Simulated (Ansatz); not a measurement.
Spacing of the highest filled and lowest empty level at the zone centre in eight small model glasses of hand-chosen composition and density, fast-quenched (anions pushed apart in CHGNet runs), each at its PBE geometry, by PBE and by r2SCAN (Ansatz, a first-principles code, plane waves, PAW). The cells are the first eight to finish that balance their formal charges, show no moments and no lower geometry on charging where those were tested, and have a gap at both levels; defect levels can set the spacings.

```
cell            quench by  pressure (GPa)             levels at the gap  PBE (eV)  experiment, tabulated (eV)
--------------  ---------  --------------  ----------------------------  --------  --------------------------
In9Ga9Zn9O39B2     CHGNet             2.0  localised at the filled edge      1.02                           -
In9Ga9Zn9O37Ca     CHGNet             5.7  localised at the filled edge      0.81                           -
Zr20O41Mg          CHGNet            -2.4  localised at the filled edge      3.54                           -
Al28O44Hf          CHGNet            -0.1  localised at the filled edge      3.61                           -
Zr20O41Ba          CHGNet             0.0                        spread      3.53                           -
Ga24O37Zn          CHGNet             0.1  localised at the filled edge      1.60                           -
Al28O45Sb2         CHGNet             3.5  localised at the filled edge      3.58                           -
In9Ga9Zn9O39Mo     CHGNet             2.2  localised at the filled edge      0.70                           -
```

**Question.** What does r2SCAN give, and how does it move these values against PBE?

**Answer.** In9Ga9Zn9O39B2 1.47, In9Ga9Zn9O37Ca 1.23, Zr20O41Mg 4.01, Al28O44Hf 4.24, Zr20O41Ba 3.98, Ga24O37Zn 2.15, Al28O45Sb2 4.04, In9Ga9Zn9O39Mo 1.14 eV. It raises them by +0.41 to +0.63 eV, +0.48 eV on average. A straight line through the eight gives r2SCAN = 1.02 × PBE +0.44 eV, with a scatter of 0.06 eV.
